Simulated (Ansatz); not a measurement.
Base system: Al in the fcc (Cu type) structure (space group Fm-3m, No. 225; relaxed with 0.1 eV smearing).

```
CELL_PARAMETERS angstrom
      0.00000     1.99618     1.99618
      1.99618     0.00000     1.99618
      1.99618     1.99618     0.00000
ATOMIC_POSITIONS crystal
  Al 0.00000 0.00000 0.00000
```

Cartesian axes are those of the cell as printed.

Computed with DFT with r2SCAN, PAW potentials and a 500 eV plane-wave cutoff in Ansatz (a program for electronic structure), without spin-orbit coupling, earlier PAW set.

The change: uniaxial strain ε_yy = −2.55 %, all other strain components held at zero, atoms relaxed at fixed cell.

**Question.** Predict the stress tensor and what it implies for the stiffness.

**Answer.** Stress of the strained cell less that of the base (GPa, compression positive):
```
    1.9     0.0     0.0
    0.0     3.9     0.0
    0.0     0.0     1.9
```

Then −Δσ_ii/ε with ε = -0.0255 gives secant stiffness values (nonlinear terms included at this strain): C22 ≈ 154 GPa, C12 ≈ 75 GPa and C23 ≈ 75 GPa.

As a check, the harmonic strain energy −½ V₀ Δσ:ε is 5.0 meV/atom; the computed energy rise is 4.7 meV/atom.

Whether these cells are dynamically stable was not tested.
